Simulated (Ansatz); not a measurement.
The starting structures come from a database of crystals and need not be the phases stable at ambient conditions.

By PBEsol, the system below comes out a metal.

The ballistic (Sharvin) conductance counts the channels at the Fermi level: G/A = (e²/h) × channels of both spins per area.

Consider the following.

```
CELL_PARAMETERS angstrom
      3.14501     0.00000     0.00000
      0.00000     3.14501     0.00000
      0.00000     0.00000     3.14501
ATOMIC_POSITIONS crystal
  Sb 0.00000 0.00000 0.00000
```

Space group of this cell: Pm-3m, simple cubic. The cell is strained (all lengths scaled by 1.02); by PBEsol its mean pressure is -4.2 GPa.

The current flows along the normal of the first two printed cell vectors, the (001) plane of the conventional cell. No spin-orbit coupling; the value is a mean over 0.1 eV about the Fermi level.

Estimate the ballistic conductance per area that PBEsol (Ansatz, a program for electronic structure) returns for this system.

0.89 × 10¹⁵ S/m² for both spins.
